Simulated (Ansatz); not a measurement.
Base system: AlRu in the CsCl type structure (space group Pm-3m, No. 221; relaxed with 0.1 eV smearing).

```yaml
crystal:
  lattice:
    - [2.97703, 0.00000, 0.00000]
    - [0.00000, 2.97703, 0.00000]
    - [0.00000, 0.00000, 2.97703]
  atoms:
    - { symbol: Al, position: [0.50000, 0.50000, 0.50000] }
    - { symbol: Ru, position: [0.00000, 0.00000, 0.00000] }
```

Computed with Kohn–Sham DFT with the PBEsol functional, run in Ansatz (an electronic-structure program) with PAW and 420 eV plane waves, without spin-orbit coupling.

Strains are applied to the cell and any free atomic positions relax.

One change was made to it. Results:

```json
[
 {"quantity": "energy relative to the base (free energy F)", "base": "0 meV/atom", "after": "+7.8 meV/atom"},
 {"quantity": "pressure", "base": "0.0 GPa", "after": "-6.1 GPa"}
]
```

### Question
Name the change that was made.
A. isotropic strain +2.50 %
B. isotropic strain −2.50 %
C. isotropic strain −0.50 %
D. isotropic strain +1.00 %

### Answer
D, isotropic strain +1.00 %. For comparison, the energy relative to the base in the other runs: isotropic strain +2.50 % gives +47 meV/atom; isotropic strain −2.50 % gives +55 meV/atom; isotropic strain −0.50 % gives +2.1 meV/atom.

Stability against distortions was not tested. All final runs are without spin polarisation.
